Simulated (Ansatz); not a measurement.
A relaxation of the atoms of TiMo3 (Imm2, 4 atoms in the cell) with Ansatz (a first-principles code).

Level of theory: LDA (PW92), default PAW files made with PBE (plane waves; Ansatz).

The change in words: one atom moved by 0.15 angstrom; relax: default → atoms; relax.f_tol: default → 0.05 eV/Å. Reference geometry:
```xyz
4
Lattice="-1.5779 2.2039 4.4616 1.5779 -2.2039 4.4616 1.5779 2.2039 -4.4616" Properties=species:S:1:pos:R:3 pbc="T T T"
Ti     0.0000     2.2039     0.0000
Mo     0.0000     0.0000     6.7513
Mo     0.0000     0.0000     2.1720
Mo     1.5779     0.0000     0.0000
```

Reference input (self-consistent single point, DFT, LDA (PW92), plane waves, default PAW files made with PBE): basis.ecutwfc = 30.9 Ry; kpoints.mp_grid.grid = 9 9 9; hamiltonian.xc = lda; hamiltonian.pseudopotentials = {kind: paw} (the program's default PAW files); scf.occupations.method = gaussian; scf.occupations.width = 0.0073 Ry. This run's input differs from it in these lines:

```diff
@@ -6,3 +6,3 @@
   atoms:
-    - { symbol: Ti, position: [0.50000000, 0.00000000, 0.50000000] }
+    - { symbol: Ti, position: [0.51681000, 0.01681000, 0.50000000] }
     - { symbol: Mo, position: [0.75659000, 0.75659000, 0.00000000] }
@@ -23,2 +23,4 @@
     width: 0.0073 Ry
+relax:
+  f_tol: 0.05
 output:
```

Output (repeated stretches shortened):

```
   [... SCF lines of the steps left out ...]
relax step   1: F+E_penalty+E_count = -16979.36186057 eV  Δ(F+E_penalty+E_count) = +0.000e0 eV  max|allowed force component| = 1.343e0 eV/Å  Δτ_max = 0.0000 Å  (6 SCF iters, dr2 threshold 6.25e-5 eV, accepted)
relax step   2: F+E_penalty+E_count = -16979.42678161 eV  Δ(F+E_penalty+E_count) = -6.492e-2 eV  max|allowed force component| = 7.193e-1 eV/Å  Δτ_max = 0.1702 Å  (6 SCF iters, dr2 threshold 1.00e-4 eV, accepted)
relax step   3: F+E_penalty+E_count = -16979.45645480 eV  Δ(F+E_penalty+E_count) = -2.967e-2 eV  max|allowed force component| = 2.915e-1 eV/Å  Δτ_max = 0.0609 Å  (6 SCF iters, dr2 threshold 3.23e-5 eV, accepted)
relax step   4: F+E_penalty+E_count = -16979.46169678 eV  Δ(F+E_penalty+E_count) = -5.242e-3 eV  max|allowed force component| = 3.161e-2 eV/Å  Δτ_max = 0.0205 Å  (6 SCF iters, dr2 threshold 1.40e-5 eV, accepted)
relax step   5: F+E_penalty+E_count = -16979.46169678 eV  Δ(F+E_penalty+E_count) = -5.239e-10 eV  max|allowed force component| = 3.161e-2 eV/Å  Δτ_max = 0.0000 Å  (6 SCF iters, accepted)
the relaxation is at rest under the 4 symmetry operations that the run kept from its start: a minimum is not shown …
Stability not checked: this state was not tested for a lower state beside it, because too few of the mixer's solves of this state at the end of the SCF gave a …
Free energy (F): -16979.461697 eV
Internal energy: -16979.445340 eV  (E = F + TS)
E sigma→0 (E₀):  -16979.453518 eV
Entropy (-TS):   -0.016357 eV (-4.089 meV/atom)
Fermi energy:    19.037461 eV
--- Forces (eV/Å), atoms counted from 1 ---
  atom   1  Ti     0.00000000     0.00000000    -0.01797726
   [... lines left out ...]
  F+E_penalty+E_count = -16979.46169678 eV   max|allowed force component| = 3.161e-2 eV/Å
  atoms:
    - { symbol: Ti, position: [0.5043717074355422, 0.004371707435542108, 0.5] }
    - { symbol: Mo, position: [0.7605040790554355, 0.7605040790554355, 0.0] }
    - { symbol: Mo, position: [0.2477806471456176, 0.2477806471456176, 0.0] }
    - { symbol: Mo, position: [0.004153566363404601, 0.5041535663634046, 0.5] }
```

The run converged.  The full log also holds: “iter 5 did not close the SCF: its close was put off for the readings that it lacked (scf_convergence_deferred on its scf_iter line)”. The full log also holds: “iter 5 did not close the SCF: its close was put off for the readings that it lacked (scf_convergence_deferred on its scf_iter line)”.

Summary of the result:
Free energy E − TS (on the zero of these files): -16979.4617 eV
Fermi level (on the code's own zero): 19.04 eV
Pressure: -8.49 GPa
Largest force (vector length): 0.032 eV/Å
Relaxation steps: 5

The starting cell comes from a database of computed structures (which also holds hypothetical and non-ambient phases and stackings), without a prior relaxation at this level. Its lattice was rescaled by up to half a per cent. For this run, on top of that: one atom moved by 0.15 angstrom. Spin polarisation is off. The relaxation keeps the symmetry of its start, so its end need not be a minimum. Ansatz's pressure includes its estimate of the finite-basis (Pulay) stress.

Cost on one core of a shared machine: roughly 2 min.

Keys are those of Ansatz 0.2.
